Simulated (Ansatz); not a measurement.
Start from SnS in the GeS type structure (space group Pnma, No. 62).

SnS is taken in the orthorhombic space group Pnma (No. 62), Pearson symbol oP8. Cell: a = 11.155 Å, b = 4.000 Å, c = 4.261 Å, α = 90.00°, β = 90.00°, γ = 90.00°. Sn on 4c sees 3 S at 2.642–2.683 Å (trigonal pyramidal). S on 4c is coordinated by 3 Sn at 2.642–2.683 Å (trigonal pyramidal). (Neighbours: up to the widest gap in distance over summed covalent radii, below 1.35, at either atom; cation-cation and far metal-metal contacts left out.)

The values are results of PBE-D3(BJ) in Ansatz (plane waves to 420 eV, PAW, scalar-relativistic without spin-orbit coupling), not measurements.

One change was made to it. Results:

```
quantity                             base       after
-----------------------------  ----------  ----------
shortest interatomic distance     2.642 Å     2.634 Å
density                        5.27 g/cm³  5.39 g/cm³
```

Problem. Which of these changes matches the shifts?
(A) pressure −2 GPa
(B) pressure 2.1 GPa
(C) pressure 4.5 GPa
(D) pressure 0.9 GPa

Solution. D, pressure 0.9 GPa. For comparison, the shortest interatomic distance in the other runs: pressure 2.1 GPa gives 2.624 Å; pressure 4.5 GPa gives 2.604 Å; pressure −2 GPa gives 2.658 Å.

Load acts through the strain it causes; cell and atoms are relaxed under it. Stability against distortions was not tested. The program warned that a D3 coordination switch lies within reach, so dispersion energies are less smooth here.

Ansatz is an electronic-structure program.
